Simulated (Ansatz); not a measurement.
The starting structures come from a database of crystals and need not be the phases stable at ambient conditions.

 Where the default PAW files enter, the runs use the earlier of Ansatz's two default sets.

Inside the gap of an insulator the Bloch states are evanescent, with a wavenumber k + iκ along the transport direction.

Given:

```yaml
crystal:
  lattice:
    - [4.19793, 0.00000, 0.00000]
    - [2.09897, 6.80674, 0.00000]
    - [2.09897, 0.64725, 3.57743]
  atoms:
    - { symbol: Cs, position: [0.25788, 0.22636, 0.25788] }
    - { symbol: Cs, position: [0.74212, 0.77364, 0.74212] }
    - { symbol: O, position: [0.00000, 0.00000, 0.00000] }
```

Space group of this cell: R-3m. The cell is taken as given; by PBEsol its mean pressure is -1.0 GPa.

Transport runs along the normal of the first two printed cell vectors, the (101) plane of the conventional cell.

The gap is the functional's own, uncorrected, and κ follows it; spin-orbit coupling is left out. Mid-gap values are interpolated between the computed energies.

Question: Estimate the band gap and the smallest decay constant κ at mid-gap that Ansatz (an electronic-structure program) with PBEsol returns for this system.

Answer: Gap 0.94 eV on a 8×8×8 mesh; κ = 0.176 1/Å, at the zone centre.
